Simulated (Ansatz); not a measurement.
The starting structures come from a database of crystals and need not be the phases stable at ambient conditions.

Tunnelling through a barrier is set by its complex band structure: the current falls as exp(−2κd) with the smallest κ.

Given:

```yaml
crystal:
  lattice:
    - [3.10263, 0.00000, 0.00000]
    - [-1.55132, 2.68696, 0.00000]
    - [0.00000, 0.00000, 7.56993]
  atoms:
    - { symbol: Li, position: [0.00000, 0.00000, 0.00000] }
    - { symbol: Li, position: [0.00000, 0.00000, 0.50000] }
    - { symbol: Li, position: [0.33333, 0.66667, 0.25000] }
    - { symbol: Li, position: [0.66667, 0.33333, 0.75000] }
    - { symbol: O, position: [0.33333, 0.66667, 0.64857] }
    - { symbol: O, position: [0.66667, 0.33333, 0.35143] }
    - { symbol: O, position: [0.66667, 0.33333, 0.14857] }
    - { symbol: O, position: [0.33333, 0.66667, 0.85143] }
```

The cell is taken as given.

Transport runs along the normal of the first two printed cell vectors, the (001) plane of the conventional cell.

No gap correction and no spin-orbit coupling; mid-gap is the computed energy nearest the middle.

### Question
Give the band gap and the smallest decay constant κ at mid-gap that r2SCAN (Ansatz, an electronic-structure program) yields.

### Answer
Gap 2.77 eV on a 12×12×4 mesh; κ = 0.336 1/Å, at the zone centre.
